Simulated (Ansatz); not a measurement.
A computed series for Re: response to strain

Start from Re in the hcp (Mg type) structure (space group P6_3/mmc, No. 194; a = 2.752 Å, c = 4.440 Å; relaxed with 0.1 eV smearing). Axes: x lies along a and z along c of the hexagonal cell.

Strains are applied to the cell and any free atomic positions relax; under biaxial strain the out-of-plane vector relaxes too.

Method: PBEsol, PAW, 420 eV (Ansatz, a quantum-chemistry and plane-wave program; no spin-orbit coupling).

Candidates:
(a) biaxial strain +3.00 %, plane normal [001], relaxed out of plane
(b) biaxial strain +1.00 %, plane normal [001], relaxed out of plane
(c) biaxial strain −2.00 %, plane normal [001], relaxed out of plane
(d) biaxial strain +2.00 %, plane normal [001], relaxed out of plane

Question: Order them by out-of-plane strain, highest first.

Answer: (c) biaxial strain −2.00 %, plane normal [001], relaxed out of plane (+1.32 %), (b) biaxial strain +1.00 %, plane normal [001], relaxed out of plane (-0.69 %), (d) biaxial strain +2.00 %, plane normal [001], relaxed out of plane (-1.39 %), (a) biaxial strain +3.00 %, plane normal [001], relaxed out of plane (-2.11 %)

No phonon test of stability was made. The final runs are not spin-polarised.
